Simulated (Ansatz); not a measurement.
Consider Pb in the fcc (Cu type) structure (space group Fm-3m, No. 225; a = 4.9913 Å).

All numbers come from r2SCAN (Ansatz, a first-principles code), no spin-orbit coupling, earlier PAW set.

One change was made to it. Results:

The shortest interatomic distance drops by 0.2596 Å to 3.270 Å; the density increases by 2.85 g/cm³ (11.07 g/cm³ → 13.92 g/cm³).

Which change produced these results?
(A) pressure 60 GPa
(B) pressure 18 GPa
(C) pressure −2 GPa

B, pressure 18 GPa. For comparison, the shortest interatomic distance in the other runs: pressure −2 GPa gives 3.588 Å; pressure 60 GPa gives 3.038 Å.

Load acts through the strain it causes; cell and atoms are relaxed under it. Whether these cells are dynamically stable was not tested. Measured, Pb leaves this structure (for hcp) near 14 GPa (room temperature; as listed in arXiv:1906.07825).
